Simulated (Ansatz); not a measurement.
Fluorite CoSi2

These are r²SCAN0 (Ansatz, a program for electronic structure, PAW) values and carry that method's errors.

Settings: plane-wave cutoff 520 eV, 10×10×10 k mesh, Fermi–Dirac smearing 0.05 eV, no spin polarisation, scalar-relativistic PAW data made under PBE.

Cell (relaxed at this level):

```cif
data_Co4Si8
_chemical_formula_sum 'Co4 Si8'
_space_group_name_H-M_alt 'Fm-3m'
_space_group_IT_number 225
_space_group_name_Hall '-F 4 2 3'
_cell_length_a 5.26826
_cell_length_b 5.26826
_cell_length_c 5.26826
_cell_angle_alpha 90.000
_cell_angle_beta 90.000
_cell_angle_gamma 90.000
loop_
_atom_site_label
_atom_site_type_symbol
_atom_site_symmetry_multiplicity
_atom_site_Wyckoff_symbol
_atom_site_fract_x
_atom_site_fract_y
_atom_site_fract_z
_atom_site_occupancy
Co1 Co 4 a 0.00000 0.00000 0.00000 1
Si1 Si 8 c 0.25000 0.25000 0.25000 1
```
(The calculation used a cell of 3 atoms; values per cell refer to that cell.)

```json
{
  "bulk_modulus": "216 GPa",
  "pressure derivative B′ of the bulk modulus": "4.4"
}
```

Note: the run has no spin polarisation, so it can have missed a magnetic state.

Computed values are for the static lattice.

It cost roughly 22 core-minutes of CPU time.
